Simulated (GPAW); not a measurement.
Band structure of RbReO3 (Pm-3m, 5 atoms in the cell).

```yaml
crystal:
  lattice:
    - [4.06733, 0.00000, 0.00000]
    - [0.00000, 4.06733, 0.00000]
    - [0.00000, 0.00000, 4.06733]
  atoms:
    - { symbol: Rb, position: [0.00000, 0.00000, 0.00000] }
    - { symbol: Re, position: [0.50000, 0.50000, 0.50000] }
    - { symbol: O, position: [0.50000, 0.50000, 0.00000] }
    - { symbol: O, position: [0.00000, 0.50000, 0.50000] }
    - { symbol: O, position: [0.50000, 0.00000, 0.50000] }
```

Method: PBEsol, GPAW PAW datasets PBEsol (made by gpaw-setup) (plane waves; GPAW 25.7.0).

Settings: mode = pw; ecut = 950 eV; xc = PBEsol; kpts = 8 8 8; mesh shift (steps) = 0 0 0; occupations.name = fermi-dirac; occupations.width = 0.1 eV; nbands = -9; convergence.density = 1e-05 e/electron; symmetry.symmorphic = false; symmetry.tolerance = 0.0005; maxiter = 150; bandpath_npoints = 40.

The starting cell comes from a database of computed structures (which also holds hypothetical and non-ambient phases and stackings), without a prior relaxation at this level. Its lattice was rescaled by a random factor within 2.5 % of one. Spin-orbit coupling is off. Spin polarisation is off.

Levels in eV from the Fermi level, bands 16 to 23:
```tsv
point	16	17	18	19	20	21	22	23
Γ	-3.14	-2.70	-2.70	-2.70	-2.09	-2.09	-2.09	1.10
X	-4.08	-3.58	-3.12	-3.12	-2.01	0.64	0.64	1.11
M	-4.48	-3.15	-3.15	-2.21	0.64	0.64	1.46	2.10
R	-5.38	-2.17	-2.17	-2.17	1.63	1.63	1.63	6.56
```

Bands cross the Fermi level along this path, so the cell is metallic at this level.
